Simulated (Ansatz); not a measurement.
Levels about the gap of amorphous In$_{9}$Ga$_{9}$Zn$_{9}$O$_{36}$ (63 atoms in a cell of 795 Å³, 5.90 g/cm³; zone centre alone, so wide bands show as single levels with stretches between that a denser mesh fills), at the geometry that PBE relaxed, where it gives -0.2 GPa on a denser mesh. The participation number counts the atoms over which a state spreads; weights are charges in smoothed Voronoi cells. The levels come from a single point, so bond lengths are those of that geometry. Method of the levels: r2SCAN, scalar-relativistic without spin-orbit coupling (Ansatz, a program for electronic structure). Sampling: the zone centre alone; Fermi-Dirac width 0.02 eV; no spin polarisation. At PBE the levels at the filled edge of the gap are localised (band-tail or defect states).

A CHGNet melt-quench gave the starting glass, which DFT then relaxed. O atoms were pushed apart under 1.9 Å during the dynamics, to hinder bonds among them. The hot cell started wider than the set density and was brought back towards it in steps. It is the lowest in DFT energy of 2 quenches. It is a model cell: composition and starting density were chosen by hand, and all elements were melted together. No dispersion term was used. Its density started from a set value of 5.90 and ended at 5.90 g/cm³. Cooling (nominally 260 K/ps over its main leg) ran many orders faster than in experiment, which tends to leave more defects and strain. A cell of this size samples the disorder only roughly. The volume was held where the preparation left it, at a PBE pressure of -0.2 GPa (tension). Stress components on the final sampling reach 2.3 GPa.

```
E - E(highest filled), eV  filling  participation number        largest on  weight O  weight In  weight Zn  weight Ga
-------------------------  -------  --------------------  ----------------  --------  ---------  ---------  ---------
-0.46                       filled                  12.6   O, 4 neighbours      0.80       0.01       0.17       0.02
-0.42                       filled                  21.1   O, 3 neighbours      0.81       0.02       0.15       0.02
-0.31                       filled                  13.6   O, 3 neighbours      0.85       0.03       0.11       0.01
-0.28                       filled                  12.1   O, 3 neighbours      0.89       0.02       0.08       0.01
-0.21                       filled                   8.5   O, 3 neighbours      0.90       0.03       0.07       0.01
-0.11                       filled                   9.0   O, 3 neighbours      0.79       0.01       0.18       0.01
0.00                        filled                   8.5   O, 4 neighbours      0.80       0.01       0.17       0.01
1.14                         empty                  57.3  In, 5 neighbours      0.50       0.23       0.14       0.13
4.07                         empty                  29.4  In, 6 neighbours      0.56       0.33       0.07       0.04
4.14                         empty                  35.7  In, 6 neighbours      0.58       0.28       0.07       0.08
4.24                         empty                  17.0  In, 5 neighbours      0.56       0.31       0.06       0.07
4.36                         empty                  36.2  In, 6 neighbours      0.58       0.27       0.06       0.09
4.44                         empty                  46.4  Ga, 6 neighbours      0.57       0.23       0.10       0.11
4.65                         empty                  45.4  In, 5 neighbours      0.58       0.19       0.08       0.14
```

Most localised among these is the filled level at -0.21 eV, on a O atom, which has 3 neighbours (Zn 1.98 Å, In 2.06 Å, In 2.10 Å).
